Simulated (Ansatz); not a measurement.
A computed series for CdS: response to strain

The parent structure is CdS in the zinc blende structure (space group F-43m, No. 216; a = 5.7566 Å). Axes: x, y, z lie along the cube axes.

Strains are applied to the cell and any free atomic positions relax.

Computed with LDA, PAW, 420 eV (Ansatz, an electronic-structure program; without spin-orbit coupling).

Notes on the quantities. energy relative to the base: free energy F.

```
variant                      band gap  energy relative to the base  volume per atom
---------------------------  --------  ---------------------------  ---------------
base                          0.95 eV                   0 meV/atom         23.85 Å³
tensor shear ε_xy = +2.00 %   0.85 eV                +3.3 meV/atom         23.84 Å³
tensor shear ε_xy = +0.57 %   0.92 eV                +0.3 meV/atom         23.84 Å³
tensor shear ε_xy = +1.43 %   0.88 eV                +1.7 meV/atom         23.84 Å³
tensor shear ε_xy = +1.14 %   0.90 eV                +1.1 meV/atom         23.84 Å³
tensor shear ε_xy = +0.86 %   0.91 eV                +0.6 meV/atom         23.84 Å³
tensor shear ε_xy = +0.29 %   0.94 eV                +0.1 meV/atom         23.85 Å³
tensor shear ε_xy = +1.71 %         ?                            ?         23.84 Å³
```

Q: Some entries are withheld; estimate them.

A: 
- tensor shear ε_xy = +1.71 %, band gap: 0.87 eV
- tensor shear ε_xy = +1.71 %, energy relative to the base: +2.4 meV/atom

No phonon test of stability was made.
